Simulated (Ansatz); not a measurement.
InP (model structure, started from the BN type, Pm-3n, No. 223, 12 atoms in the cell) was calculated with PBEsol (Ansatz, a program for electronic structure, plane waves, PAW).

Numerical settings: plane-wave cutoff 520 eV, 6×6×6 k mesh, Fermi–Dirac smearing 0.01 eV, scalar-relativistic PAW data made under PBE.

Cell (relaxed at this level):

Space group Pm-3n (No. 223); a = 7.241 Å, b = 7.241 Å, c = 7.241 Å, α = 90.00°, β = 90.00°, γ = 90.00°

```csv
atom,site,symmetry,x,y,z
In,6c,-4m.2,0.0000,0.5000,0.2500
P,6d,-4m.2,0.0000,0.2500,0.5000
```

**Question.** Give the computed band gap.

**Answer.** 
band gap: 0.65 eV (on the SCF k mesh)

Note: the relaxation could raise the start's symmetry but not lower it, so the cell can be a saddle point.

Spin–orbit coupling is not included.

The result took around 4 core-minutes (rough).

A model structure was made by putting elements into a prototype or built by hand; it is no filed structure, need not be a known phase, and can be a saddle point held by its symmetry.
